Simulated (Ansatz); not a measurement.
The parent structure is CuI in the zinc blende structure (space group F-43m, No. 216; a = 5.939 Å).

It is then changed as follows: cell and atoms relaxed at a pressure of 9 GPa.

Levels (all Ansatz, an electronic-structure program, PAW): PBEsol (420 eV, no spin-orbit coupling); r2SCAN (500 eV, no SOC).

The geometry is relaxed with PBEsol.

```
Item                                      Result
--------------------  --------------------------
PBEsol band gap                          1.58 eV
PBEsol hole mass      0.20, 0.49, 0.49 mₑ (at Γ)
PBEsol electron mass              0.15 mₑ (at Γ)
```

Task: Predict the band gap, hole mass and electron mass from r2SCAN.

Result: The band gap increases by 0.67 eV, from 1.58 eV to 2.25 eV; the hole mass (degenerate bands, along [100]) goes from 0.20, 0.49, 0.49 mₑ (at Γ) to 0.27, 0.49, 0.49 mₑ (at Γ); the electron mass becomes 0.18 mₑ (at Γ) (PBEsol: 0.15 mₑ (at Γ)).

Single points use the geometry relaxed with PBEsol. Their cutoffs differ, which shifts pressures a little. Spin-orbit coupling, missing from the scalar runs, can matter with I. Load acts through the strain it causes; cell and atoms are relaxed under it. Masses are band curvatures over ±0.01 Å⁻¹ around the edge. Whether these cells are dynamically stable was not tested. Tetrahedral semiconductors of this kind turn to denser phases somewhere between about 1 and 50 GPa; those were not computed, so compressed cells here can lie past the real transition. All final runs are without spin polarisation.
